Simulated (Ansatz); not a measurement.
The reference is BaTiO$_{3}$ in the cubic perovskite structure (space group Pm-3m, No. 221; a = 3.935 Å). Axes: x, y, z lie along the cube axes.

Calculations: LDA, PAW, 420 eV (Ansatz, a program for electronic structure; no spin-orbit coupling).

The change: tensor shear ε_xy = +1.33 % (engineering shear γ = 0.0266); the atoms relax in the strained cell.

Q: Predict the stress tensor and what it implies for the stiffness.

A: Stress of the strained cell less that of the base (GPa, compression positive):
```
   0.09   -3.52    0.00
  -3.52    0.09    0.00
   0.00    0.00    0.04
```

Then −Δσ/γ with γ = 2ε = 0.0266 gives secant stiffness values (nonlinear terms included at this strain): C66 ≈ 132 GPa.

Whether these cells are dynamically stable was not tested. The final runs are not spin-polarised. Many cubic perovskites are stable only at high temperature; tilts and polar distortions were not tested. This is not the structure that BaTiO3 has at room temperature and ambient pressure.
